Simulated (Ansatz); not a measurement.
The starting structures come from a database of crystals and need not be the phases stable at ambient conditions.

Inside the gap of an insulator the Bloch states are evanescent, with a wavenumber k + iκ along the transport direction.

Data:

```xyz
20
Lattice="8.2860 0.0000 0.0000 -2.7620 7.8121 0.0000 2.7620 3.9060 6.7655" Properties=species:S:1:pos:R:3 pbc="T T T"
Y     -0.6905     6.3473     0.8457
Y      2.0715     7.3238     4.2284
Y      3.4525     3.4178     2.5370
Y      6.2145    10.2533     5.9198
Y      7.5955     1.9530     1.6914
Y      6.2145     5.8591     5.0741
Cu     4.8335     8.3003     4.2284
Cu     2.0715     1.4648     0.8457
Cu     8.9765     5.3708     5.9198
Cu     6.2145     4.3943     2.5370
Cu     2.0715     5.8591     1.6914
Cu     0.6905     9.7651     5.0741
Sb     1.4550     3.9060     0.0000
Sb     4.5787     0.6161     1.0672
Sb     0.4357     4.6268     3.3827
Sb     4.5787     6.4752     2.3155
Sb     3.1977     4.5222     5.6983
Sb    -0.9453     8.5328     3.3827
Sb     5.9596     2.5692     4.4499
Sb     5.5979     3.9060     0.0000
```

Space group of this cell: I-43d. The cell is taken as given.

Transport runs along the normal of the first two printed cell vectors, the (110) plane of the conventional cell.

The gap is the functional's own. No spin-orbit coupling. Mid-gap values are interpolated on the energy grid.

Predict the band gap and the smallest decay constant κ at mid-gap from r2SCAN run with Ansatz (an electronic-structure program).

Gap 0.47 eV on a 6×6×6 mesh; κ = 0.106 1/Å, at the zone centre.
